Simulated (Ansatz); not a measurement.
FeCo, pressure series

The reference is FeCo in the CsCl type structure (space group Pm-3m, No. 221; a = 2.8003 Å; ferromagnetic).

Cell and atoms are relaxed at each pressure.

Method: PBEsol (Ansatz, a program for electronic structure), no spin-orbit coupling.

```json
[
 {"case": "base", "lattice parameter a": "2.800 Å", "largest site moment": "2.71 μB"},
 {"case": "pressure −2 GPa", "lattice parameter a": "[?]", "largest site moment": "2.73 μB"},
 {"case": "pressure −1 GPa", "lattice parameter a": "[?]", "largest site moment": "2.72 μB"},
 {"case": "pressure 1.8 GPa", "lattice parameter a": "2.793 Å", "largest site moment": "2.70 μB"},
 {"case": "pressure 4.2 GPa", "lattice parameter a": "2.783 Å", "largest site moment": "2.69 μB"},
 {"case": "pressure 9 GPa", "lattice parameter a": "[?]", "largest site moment": "2.65 μB"},
 {"case": "pressure 18 GPa", "lattice parameter a": "2.736 Å", "largest site moment": "2.60 μB"},
 {"case": "pressure 30 GPa", "lattice parameter a": "2.703 Å", "largest site moment": "2.55 μB"},
 {"case": "pressure 45 GPa", "lattice parameter a": "2.667 Å", "largest site moment": "2.48 μB"},
 {"case": "pressure 60 GPa", "lattice parameter a": "2.637 Å", "largest site moment": "2.42 μB"}
]
```

Some entries are withheld; estimate them.


- pressure −2 GPa, lattice parameter a: 2.809 Å
- pressure −1 GPa, lattice parameter a: 2.805 Å
- pressure 9 GPa, lattice parameter a: 2.765 Å

The magnetic state is the one reached from the starting moments; the real material's order can differ, and small cells can't hold many antiferromagnetic ones. Load acts through the strain it causes; cell and atoms are relaxed under it. No phonon test of stability was made. Competing high-pressure phases were not computed.
